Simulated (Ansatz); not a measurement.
## NbSi (model structure, started from the FeSi type, P2₁3, No. 198, 8 atoms in the cell)

Method: PBE-D3(BJ) in Ansatz (plane waves, PAW).

Numerical settings: plane-wave cutoff 500 eV, 8×8×8 k mesh, Fermi–Dirac smearing 0.05 eV, no spin polarisation, scalar-relativistic PAW data made under PBE.

Cell (relaxed at this level):

```cif
data_Nb4Si4
_chemical_formula_sum 'Nb4 Si4'
_space_group_name_H-M_alt 'P213'
_space_group_IT_number 198
_space_group_name_Hall 'P 2ac 2ab 3'
_cell_length_a 4.99735
_cell_length_b 4.99735
_cell_length_c 4.99735
_cell_angle_alpha 90.000
_cell_angle_beta 90.000
_cell_angle_gamma 90.000
loop_
_atom_site_label
_atom_site_type_symbol
_atom_site_symmetry_multiplicity
_atom_site_Wyckoff_symbol
_atom_site_fract_x
_atom_site_fract_y
_atom_site_fract_z
_atom_site_occupancy
Nb1 Nb 4 a 0.14059 0.14059 0.14059 1
Si1 Si 4 a 0.84709 0.84709 0.84709 1
```

For NbSi (model structure, started from the FeSi type, P2₁3, No. 198, 8 atoms in the cell), the band gap comes out as zero (no gap).

Note: the relaxation could raise the start's symmetry but not lower it, so the cell can be a saddle point.

Spin–orbit coupling is not included.

It cost about 4 core-minutes (a rough figure) of CPU time.

A model structure was made by putting elements into a prototype or built by hand; it is no filed structure, need not be a known phase, and can be a saddle point held by its symmetry.

Ansatz is a first-principles code.
